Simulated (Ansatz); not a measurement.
# PbI2 (model structure, started from the anatase type, I4₁/amd, No. 141, 6 atoms in the cell)

The numbers are results of PBEsol (PAW; Ansatz, a first-principles code), not measurements.

Numerical settings: plane-wave cutoff 500 eV, 10×10×10 k mesh, Fermi–Dirac smearing 0.05 eV, scalar-relativistic PAW data made under PBE.

Cell (relaxed at this level):

```cif
data_I4Pb2
_chemical_formula_sum 'Pb2 I4'
_space_group_name_H-M_alt 'P 1'
_space_group_IT_number 1
_cell_length_a 7.89122
_cell_length_b 7.89122
_cell_length_c 7.89122
_cell_angle_alpha 132.393
_cell_angle_beta 132.393
_cell_angle_gamma 69.608
loop_
_space_group_symop_operation_xyz
  'x, y, z'
loop_
_atom_site_label
_atom_site_type_symbol
_atom_site_fract_x
_atom_site_fract_y
_atom_site_fract_z
_atom_site_occupancy
Pb1 Pb 0.50000 0.50000 0.00000 1
Pb2 Pb 0.25000 0.75000 0.50000 1
I1 I 0.25345 0.25345 0.00000 1
I2 I 0.00345 0.50345 0.50000 1
I3 I 0.49655 0.99655 0.50000 1
I4 I 0.74655 0.74655 0.00000 1
```

```
Quantity                        Value
--------  ---------------------------
band gap  1.85 eV (on the SCF k mesh)
```

Note: the relaxation could raise the start's symmetry but not lower it, so the cell can be a saddle point.

Spin–orbit coupling is not included; with these elements it can move the gap by several tenths of an eV or more.

The computed numbers hold no vibrational or temperature effects.

A model structure was made by putting elements into a prototype or built by hand; it is no filed structure, need not be a known phase, and can be a saddle point held by its symmetry.
